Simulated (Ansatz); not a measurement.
# What isotropic strain −0.65 % does to SiC

Consider SiC in the wurtzite structure (space group P6_3mc, No. 186; a = 3.075 Å, c = 5.048 Å).

Modification: an isotropic linear strain of −0.65 %, atoms relaxed at fixed cell.

The values are results of Ansatz (an electronic-structure program) r2SCAN, spin-orbit coupling left out, not measurements. Γ-centred 12×12×7 mesh, Fermi–Dirac width 0.05 eV.

```json
[
 {"quantity": "volume per atom", "base": "10.34 Å³", "changed": "10.14 Å³", "shift": "-0.20 Å³"},
 {"quantity": "space group", "base": "P6_3mc (No. 186)", "changed": "P6_3mc (No. 186)", "shift": "–"},
 {"quantity": "shortest interatomic distance", "base": "3.558 bohr", "changed": "3.535 bohr", "shift": "-0.023 bohr"},
 {"quantity": "energy relative to the base (free energy F)", "base": "0 meV/atom", "changed": "+2.9 meV/atom", "shift": "+2.9 meV/atom"},
 {"quantity": "pressure (mean of the normal stresses, compression positive)", "base": "0.01 GPa", "changed": "4.64 GPa", "shift": "+4.63 GPa"},
 {"quantity": "band gap", "base": "2.65 eV", "changed": "2.62 eV", "shift": "-0.03 eV"},
 {"quantity": "gap character", "base": "indirect, Γ → K", "changed": "indirect, Γ → K", "shift": "–"},
 {"quantity": "mean gap deformation potential ΔEg/Δln V", "base": "–", "changed": "+1.5 eV", "shift": "–"},
 {"quantity": "width of the top valence band", "base": "4.03 eV", "changed": "4.08 eV", "shift": "+0.05 eV"},
 {"quantity": "electron mass", "base": "0.26 mₑ along c, 0.43 mₑ across (at K)", "changed": "0.26 mₑ along c, 0.42 mₑ across (at K)", "shift": "–"},
 {"quantity": "valence-band top at Γ (three highest levels, from the VBM)", "base": "0.00, 0.00, -0.11 eV", "changed": "0.00, 0.00, -0.11 eV", "shift": "–"}
]
```

Cost of the whole job for the changed cell (relaxation, final SCF and bands): around 29 core-seconds (rough).

Effective masses come from finite differences of ±0.01 Å⁻¹. Whether these cells are dynamically stable was not tested.
